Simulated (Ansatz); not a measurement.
```
CELL_PARAMETERS angstrom
     31.00000     0.00000     0.00000
      0.00000    31.00000     0.00000
      0.00000     0.00000     3.85955
ATOMIC_POSITIONS crystal
  Si 0.80009 0.53492 0.50000
  Si 0.80942 0.57323 0.00000
  Si 0.77005 0.63545 0.00000
  Si 0.76572 0.67464 0.50000
  Si 0.70744 0.71964 0.50000
  Si 0.68996 0.75499 0.00000
  Si 0.61981 0.77734 0.00000
  Si 0.59129 0.80458 0.50000
  Si 0.51772 0.80159 0.50000
  Si 0.48161 0.81743 0.00000
  Si 0.41350 0.78946 0.00000
  Si 0.37415 0.79200 0.50000
  Si 0.31972 0.74242 0.50000
  Si 0.28187 0.73135 0.00000
  Si 0.24767 0.66614 0.00000
  Si 0.21589 0.64279 0.50000
  Si 0.20606 0.56982 0.50000
  Si 0.18419 0.53701 0.00000
  Si 0.19991 0.46508 0.00000
  Si 0.19058 0.42677 0.50000
  Si 0.22995 0.36455 0.50000
  Si 0.23428 0.32536 0.00000
  Si 0.29256 0.28036 0.00000
  Si 0.31004 0.24501 0.50000
  Si 0.38019 0.22266 0.50000
  Si 0.40871 0.19542 0.00000
  Si 0.48228 0.19841 0.00000
  Si 0.51839 0.18257 0.50000
  Si 0.58650 0.21054 0.50000
  Si 0.62585 0.20800 0.00000
  Si 0.68028 0.25758 0.00000
  Si 0.71813 0.26865 0.50000
  Si 0.75233 0.33386 0.50000
  Si 0.78411 0.35721 0.00000
  Si 0.79394 0.43018 0.00000
  Si 0.81581 0.46299 0.50000
```

Method: PBE (plane waves to 420 eV, PAW; Ansatz, a program for electronic structure). Mesh 1×1×18. No spin polarisation. Isolated but for its images some 11 Å away. A hypothetical model, rolled from the flat sheet. Symmetry and one short period hold its shape; lower forms weren't sought.

Question: Tabulate the two highest filled and two lowest empty levels along the axis, from the valence top.

Answer: 
```tsv
k (2π/c)	v2 (eV)	v1 (eV)	c1 (eV)	c2 (eV)
0.000	-1.04	-0.87	0.70	0.86
0.042	-1.02	-0.85	0.72	0.89
0.083	-0.96	-0.79	0.73	0.93
0.125	-0.88	-0.70	0.73	0.94
0.167	-0.77	-0.58	0.69	0.91
0.208	-0.65	-0.45	0.62	0.84
0.250	-0.50	-0.28	0.51	0.73
0.292	-0.36	-0.10	0.35	0.60
0.333	-0.26	0.00	0.24	0.48
0.375	-0.30	-0.19	0.42	0.50
0.417	-0.50	-0.47	0.65	0.65
0.458	-0.76	-0.76	0.59	0.59
0.500	-0.93	-0.93	0.57	0.57
```
